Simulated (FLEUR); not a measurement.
Worked example: self-consistent single point of TiO₂ (I4_1/amd, 6 atoms in the cell) in FLEUR.

Method: PBE, all-electron FLAPW (FLEUR), scalar-relativistic valence run with FLEUR.

The change in words: lattice scaled by 0.98. Reference geometry:
```
TiO2
1.0
   -1.89250     1.89250     4.75500
    1.89250    -1.89250     4.75500
    1.89250     1.89250    -4.75500
Ti O
2 4
Direct
  0.75000   0.25000   0.50000
  0.00000   0.00000   0.00000
  0.54200   0.04200   0.50000
  0.79200   0.79200   0.00000
  0.20800   0.20800   0.00000
  0.95800   0.45800   0.50000
```

Reference input (self-consistent single point, DFT, PBE, all-electron FLAPW (FLEUR), scalar-relativistic valence): Kmax = 4.7 1/bohr; GmaxXC = 18.8 1/bohr; xcFunctional = pbe; jspins = 1; l_soc = F; mode = hist; fermiSmearingEnergy = 0.00183747 Htr; mesh (inpgen div1-3) = 6 6 6; inpgen gamma flag = true; Gmax = 18.8 1/bohr; numbands = 0; maxIterBroyd = 15. This run's input differs from it in these lines:

```diff
@@ -3,5 +3,5 @@
 &input film=f /
--3.5763066909 3.5763066909 8.9856477226
-3.5763066909 -3.5763066909 8.9856477226
-3.5763066909 3.5763066909 -8.9856477226
+-3.5047805570 3.5047805570 8.8059347681
+3.5047805570 -3.5047805570 8.8059347681
+3.5047805570 3.5047805570 -8.8059347681
 1.0
@@ -47,5 +47,5 @@
          <bravaisMatrix>
-            <row-1>   -3.5763066909000001     3.5763066909000001     8.9856477225999996</row-1>
-            <row-2>    3.5763066909000001    -3.5763066909000001     8.9856477225999996</row-2>
-            <row-3>    3.5763066909000001     3.5763066909000001    -8.9856477225999996</row-3>
+            <row-1>   -3.5047805570000001     3.5047805570000001     8.8059347681000002</row-1>
+            <row-2>    3.5047805570000001    -3.5047805570000001     8.8059347681000002</row-2>
+            <row-3>    3.5047805570000001     3.5047805570000001    -8.8059347681000002</row-3>
          </bravaisMatrix>
```

Output, abridged:

```
 Iteration:     1   Distance:      34.44746506 me/bohr^3
 Iteration:     2   Distance:      29.22012643 me/bohr^3
 Iteration:     3   Distance:      12.09769824 me/bohr^3
 Iteration:     4   Distance:      13.80761064 me/bohr^3
 Iteration:     5   Distance:       3.57810197 me/bohr^3
   [... 10 lines left out ...]
 Iteration:    16   Distance:       0.00016018 me/bohr^3
 Iteration:    17   Distance:       0.00006911 me/bohr^3
 Iteration:    18   Distance:       0.00001483 me/bohr^3
 Iteration:    19   Distance:       0.00000428 me/bohr^3
 Reset of history
 Run finished successfully
 Stop message:
   Structural relaxation: new displacements generated

[file out, last iteration]
             iter=     20
[...]
          total density-effective poten   -3.1718102851E+03
          total charge density-energy d   -1.1868266396E+02
 Updated energy parameters for spin:           1
[...]
 fermi energy and band-weighting factors:

[...]
FERMIE:
          first approx. to ef    (T=0)  :   0.224363 htr   (energy of the highest occ. eigenvalue)
          number of occ. states  (T=0)  :        720
          first approx. to seigv (T=0)  : -18.892420 htr
          sum of weights of occ. states :  24.000000
          sum of semicore charge        :   0.000000 e
FERHIS:  Fermi-Energy by histogram:
          bandgap                     :   0.084315 htr
   [... lines left out ...]
          charge neutrality (T=0)     :   0.000000    (zero if the highest occ. eigenvalue is "entirely" occupied)
 Direct bandgap for spin            1 :    9.6377713651842112E-002  Htr
 ---->    free energy=                     -2008.9509172186 htr
   [... lines left out ...]
      extrapolation for T->0
 ---->    total electron energy=           -2008.9509172186 htr
 ***** TOTAL FORCES ON ATOMS *****
 TOTAL FORCE FOR ATOM TYPE=  1  X=  1.752   Y=  0.000   Z= -2.201
                       FX_TOT= 0.000000 FY_TOT= 0.000000 FZ_TOT= 0.000000
 TOTAL FORCE FOR ATOM TYPE=  2  X=  1.752   Y=  0.000   Z= -5.865
                       FX_TOT= 0.000000 FY_TOT= 0.000000 FZ_TOT=-0.009067
```

The run converged in 19 iterations. FLEUR gives forces in its relaxation mode, with a further iteration, so its stop message speaks of a relaxation. Against the reference run the free energy rises by 50.8 meV/atom, the largest force goes from 0.064 to 0.466 eV/Å and the gap on the mesh goes from 2.171 to 2.294 eV.

The starting cell has typed, rounded lattice constants, without a prior relaxation at this level. For this run, on top of that: lattice scaled by 0.98. Values depend on the basis (sphere radii, cutoffs, local orbitals), which need not be converged.

Cost on one core of a shared machine: roughly 3 min.
